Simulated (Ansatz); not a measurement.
BP (F-43m) under hydrostatic pressure: band gap by r2SCAN with spin-orbit coupling, rigid bands (plane waves, PAW; Ansatz, a first-principles code). The unloaded cell, whose axes the loads refer to:

Space group F-43m (No. 216); a = b = c = 4.5364 Å, α = β = γ = 90.00°

```json
[
 {"atom": "B", "site": "4a", "symmetry": "-43m", "x": "0.0000", "y": "0.0000", "z": "0.0000"},
 {"atom": "P", "site": "4d", "symmetry": "-43m", "x": "0.7500", "y": "0.7500", "z": "0.7500"}
]
```
(The calculation used a cell of 2 atoms; values per cell refer to that cell.)

```tsv
hydrostatic pressure (GPa)	volume per atom (Å³)	band gap (eV)
-2	11.81	?
0	11.67	1.397
2	11.54	1.380
5	11.35	1.356
10	11.06	1.319
```

Problem. Fit a straight line to band gap against the load over the rows given, and predict the row at -2 GPa.

Solution. The means are x̄ = 4.250 GPa and ȳ = 1.3630; Σ(x − x̄)(y − ȳ) = -0.4410 and Σ(x − x̄)² = 56.75, so the slope is -7.77 meV per GPa, and the rows given lie within 1.2 meV of the line. At -2 GPa the line gives 1.412 eV; the calculation gives 1.414 eV, 0.17 % from it.

Problem. With all rows, what volume deformation potential dE_g/d ln V follows?

Solution. A line through E_g against ln V has the slope 1.5 eV, so the gap narrows under compression.

 Stresses and pressures are the targets of the relaxation. The structure type is held at every load. Geometry: cell and atoms relaxed with r2SCAN.
